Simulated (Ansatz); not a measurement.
We consider PdTe (model structure, within 0.1 Å of Pm-3m, No. 221, 2 atoms in the cell), described by LDA (plane waves, PAW; Ansatz, a quantum-chemistry and plane-wave program).

Input file:

Ansatz 0.2 input:
```yaml
crystal:
  lattice:
    - [3.3917246825, 0.0, 0.0]
    - [0.0, 3.3917246825, 0.0]
    - [0.0, 0.0, 3.3800360401]
  atoms:
    - { symbol: Pd, position: [0.0, 0.0, 0.0] }
    - { symbol: Te, position: [0.5, 0.5, 0.5] }
basis:
  ecutwfc: 520
  ecutrho_ratio: 4
  xc_grid: 2
kpoints:
  mp_grid: { grid: [18, 18, 14] }
hamiltonian:
  xc: lda
  dispersion: none
  pseudopotentials: { kind: paw }
scf:
  occupations: { method: fermi_dirac, width: 0.05 }
output:
  forces: true
  stress: true
  eigenvalues: true
relax:
  f_tol: 0.004
  escape_saddle: false
  max_steps: 80
  cell: { stress_tol: 0.02, fix: [volume] }
```

The run printed, among other lines:

```
Relaxation: its limit of steps is 80 (relax.max_steps)
Crystal: 2 atoms, lattice volume = 38.883 Å³
Basis set: ecut = 520 eV, 1021 PW (Γ), exchange–correlation on 54×54×54 points (8 copies of the dense FFT grid, shifted against one another)
Bands: 21, of which v1, the nominal top of the filled ones, is band 17 counted from 1 (16 counted from 0)
Symmetry: 16 space group operations
Space group: P4/mmm (ITA 123), of the structure as read, at distance tolerance 3.4e-5 Å
k-points: 440 of 4536
Functional: x = slater, c = lda
SCF iter   1: F=—  HF=-13672.025987 eV  |F-HF|=—  |Δ(HF+E_count)|=         —  Δρ=1.17e-2  dr2=5.96e-2
SCF iter   2: F=—  HF=-13672.014763 eV  |F-HF|=—  |Δ(HF+E_count)|=   1.12e-2  Δρ=3.70e-3  dr2=2.08e-3
  ...
SCF 1 converged in 6 iterations: F = -13672.013954 eV  dr2 = 9.57e-8
Crystal: 2 atoms, lattice volume = 38.883 Å³
Initial density: handed on by an earlier stage of this run
SCF iter   5: F=—  HF=-13672.013954 eV  |F-HF|=—  |Δ(HF+E_count)|=  9.09e-12  Δρ=1.80e-7  dr2=5.41e-12
SCF iter   6: F=-13672.013954 eV  HF=-13672.013954 eV  |F-HF|=3.64e-12  |Δ(HF+E_count)|=  3.64e-12  Δρ=3.41e-8  dr2=5.79e-13
SCF 2 converged in 6 iterations: F = -13672.013954 eV  dr2 = 5.79e-13
SCF converged after 6 iterations
Free energy (F): -13672.013954 eV
Internal energy: -13672.008093 eV  (E = F + TS)
E sigma→0 (E₀):  -13672.011023 eV
Fermi energy:    16.719277 eV
--- Forces (eV/Å), atoms counted from 1 ---
  atom   1  Pd     0.00000000    -0.00000000     0.00000000
  atom   2  Te     0.00000000    -0.00000000     0.00000000
--- Stress (GPa, compression-positive) ---
       -2.486784       0.000000       0.000000
        0.000000      -2.486784       0.000000
        0.000000       0.000000      -2.482475
  P = ⅓ Tr σ = -2.4853 GPa (-24.853 kbar)
```

The cell is one volume of an energy–volume scan, off the minimum.

The PAW data were made under PBE.

A model structure was made by putting elements into a prototype or built by hand; it is no filed structure, need not be a known phase, and can be a saddle point held by its symmetry.
